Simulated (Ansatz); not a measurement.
# GaP: P → Fe

The parent structure is GaP in the zinc blende structure (space group F-43m, No. 216; a = 5.439 Å).

It is then changed as follows: full substitution P → Fe; the structure is relaxed again.

All numbers come from Kohn–Sham DFT with the PBEsol functional, run in Ansatz (a program for electronic structure) with PAW and 420 eV plane waves, spin-orbit coupling left out, earlier PAW set. Settings: 15×15×15 k-points, 0.05 eV Fermi–Dirac smearing, for the changed cell.

```
quantity                                     base          changed      shift
-----------------------------  ------------------  ---------------  ---------
volume per atom                          20.11 Å³         20.02 Å³  -0.097 Å³
lattice parameter a                       5.439 Å          5.430 Å   -0.009 Å
space group                       F-43m (No. 216)  F-43m (No. 216)          –
shortest interatomic distance             2.355 Å          2.351 Å   -0.004 Å
band gap                                  1.45 eV             zero          –
magnetic state                 not spin-polarised    ferromagnetic          –
```

Cost of the whole job for the changed cell (relaxation, final SCF and bands): very roughly 7 core-minutes.

Other magnetic orders, which the real material may have, were not ruled out. No phonon test of stability was made. As relaxed here, GaFe is a hypothetical phase, not in the database extracts checked.
